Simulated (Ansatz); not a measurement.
# A computed series for InAs: response to strain

The parent structure is InAs in the zinc blende structure (space group F-43m, No. 216; a = 6.186 Å).

Strains are applied to the cell and any free atomic positions relax.

Calculations: PBE/PAW in Ansatz (a quantum-chemistry and plane-wave program), scalar-relativistic without spin-orbit coupling.

Candidates:
(a) isotropic strain −1.50 %
(b) isotropic strain +3.00 %
(c) isotropic strain −1.00 %

Notes on the quantities. energy relative to the base: free energy F.

Order them by energy relative to the base, highest first.

(b) isotropic strain +3.00 % (+32 meV/atom), (a) isotropic strain −1.50 % (+9.7 meV/atom), (c) isotropic strain −1.00 % (+4.2 meV/atom)

The mesh was chosen for an insulator and is coarse for the gapless case. No phonon test of stability was made. The final runs are not spin-polarised.
